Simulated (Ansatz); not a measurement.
Here is the system:

```
ZnS
1.0
    0.00000     2.57358     2.57358
    2.57358     0.00000     2.57358
    2.57358     2.57358     0.00000
Zn S
1 1
Direct
  0.00000   0.00000   0.00000
  0.75000   0.75000   0.75000
```

No spin polarisation.

Level of theory: LDA in Ansatz (plane waves to 420 eV, PAW, no spin-orbit coupling). Γ-centred 11×11×11 mesh, Fermi–Dirac width 0.05 eV.

### Question
Predict the band gap, width of the top valence band, gap character and electron mass.

### Answer
* **Band gap**: 2.52 eV
* **Width of the top valence band**: 3.38 eV
* **Gap character**: direct at Γ
* **Electron mass**: 0.19 mₑ (at Γ)

Load acts through the strain it causes; cell and atoms are relaxed under it. Masses are band curvatures over ±0.01 Å⁻¹ around the edge. Stability against distortions was not tested. Tetrahedral semiconductors of this kind turn to denser phases somewhere between about 1 and 50 GPa; those were not computed, so compressed cells here can lie past the real transition. The cell was made from ZnS in the zinc blende structure (space group F-43m, No. 216) by this change: pressure 9 GPa.

Ansatz is an electronic-structure program.
